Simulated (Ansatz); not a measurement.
**How far a parabola holds: energy against volume of rock-salt TaC**

System: rock-salt TaC. Method: PBEsol (Ansatz, a first-principles code, plane waves, PAW). Run with plane-wave cutoff 520 eV, 22×22×22 k mesh, Fermi–Dirac smearing 0.05 eV, scalar-relativistic PAW data made under PBE. The cell has no free parameter but its volume, all volumes share cutoff and mesh, and the runs aren't spin-polarised. Energies are free energies at the run's smearing, counted from the lowest row; static lattice.

| V (Å³/atom) | E (meV/atom) |
|---|---|
| 10.500 | 20.25 |
| 10.719 | 4.90 |
| 10.938 | 0.00 |
| 11.156 | 4.52 |
| 11.375 | 17.52 |
| 11.594 | ? |

Fit E of the 5 rows that show it with a parabola. With u = V - 10.94, the rows have u = -0.44000, -0.22100, -0.00200, 0.21600, 0.43500. Least squares gives E = -0.006 - 2.177·u + 98.662·u². Residuals (row less fit): 0.197, -0.394, 0.001, 0.393, -0.196; standard error 0.440 (degrees of freedom: 2). The fitted curve has its minimum at V = 11.0, where E = -0.02. Its curvature is d²E/dV² = 2 × 98.662 meV/Å⁶, so B = V0·d²E/dV² × 0.1602 = 346 GPa.

Problem. Predict the withheld E at V = 11.594 from the fit, and compare with the calculation.

Solution. u = 0.65400, so E = -0.006 - 2.177 × 0.65400 + 98.662 × 0.65400² = 40.770 meV/atom. The calculation gives 38.17 meV/atom, 2.600 meV/atom below the prediction (6.8 % of the range of E in the table). The row lies outside the fitted rows, so this is an extrapolation. From the scatter of the fitted rows alone, a prediction at this place has a standard error of 1.042 meV/atom, so the miss is 2.5 times that.

The residuals are curvature that a parabola lacks, not noise. A solid that stiffens under compression and softens on expansion lies above the parabola at the compressed end and under it at the expanded end, as this row does. A third-order Birch-Murnaghan fit to the whole scan has B0 = 344 GPa. Only scans are tabulated whose curvature falls smoothly with volume, and where the parabola meets the shown rows within 5 % of their range and misses the end by 0.1 meV or more.

Measured, for comparison: bulk modulus 305 ± 5 GPa (room temperature, no zero-point or thermal correction, sources range from 305 to 345; as tabulated in Speziale et al., equation of state of TaC (DESY record 425561)). Computed less measured: bulk modulus +13 % (inside the range of the sources held).

Spin–orbit coupling is not included.
